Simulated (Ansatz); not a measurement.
Seebeck coefficient (μV/K, mean over directions) of n-type MgO (Fm-3m) against carrier density, Ansatz (a first-principles code) with PBE, rigid bands. Computed gap 4.73 eV; densities at which minority carriers matter at this gap, or further valleys turn the trend, are left out. Conductivity mass 0.36 mₑ (harmonic mean over directions), N_c = 5.2e18 cm⁻³ at 300 K.

```
electron density  300 K  500 K
----------------  -----  -----
1e16 cm⁻³          -754   -821
1e17 cm⁻³          -556   -623
1e18 cm⁻³          -359   -425
3e18 cm⁻³          -267    ___
1e19 cm⁻³           ___   -233
3e19 cm⁻³          -101   -151
1e20 cm⁻³           -50    -80
3e20 cm⁻³           -25    ___
1e21 cm⁻³           -12    -20
```

Q: What belongs in the gaps?

A: 
- 3e18 cm⁻³, 500 K: -332
- 1e19 cm⁻³, 300 K: -173
- 3e20 cm⁻³, 500 K: -42

Rigid bands with a gap fixed in temperature, one relaxation time for all states, no polarons or phonon drag, and whether or not such doping can be reached. Spin-orbit coupling is left out. Geometry: cell and atoms relaxed with PBEsol.
